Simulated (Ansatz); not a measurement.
**Element substitutions in HgSe**

Base system: HgSe in the zinc blende structure (space group F-43m, No. 216; a = 6.1333 Å).

Each row replaces one element on all its sites; cell and atoms are relaxed.

The values are results of PBEsol/PAW in Ansatz (an electronic-structure program), scalar-relativistic without spin-orbit coupling, not measurements.

```
case     shortest interatomic distance      density
-------  -----------------------------  -----------
base                           2.656 Å   8.05 g/cm³
Se → S                         2.544 Å   (withheld)
Hg → Cd                     (withheld)   (withheld)
Se → Ir                        2.575 Å  12.41 g/cm³
```

Q: Some entries are withheld; estimate them.

A: 
- Se → S, density: 7.62 g/cm³
- Hg → Cd, shortest interatomic distance: 2.633 Å
- Hg → Cd, density: 5.65 g/cm³

Stability against distortions was not tested. As relaxed here, HgIr is a hypothetical phase, not in the database extracts checked. All final runs are without spin polarisation. An odd electron count without spin: HgIr. HgIr has a high density of states at the Fermi level and may be magnetic at this level.
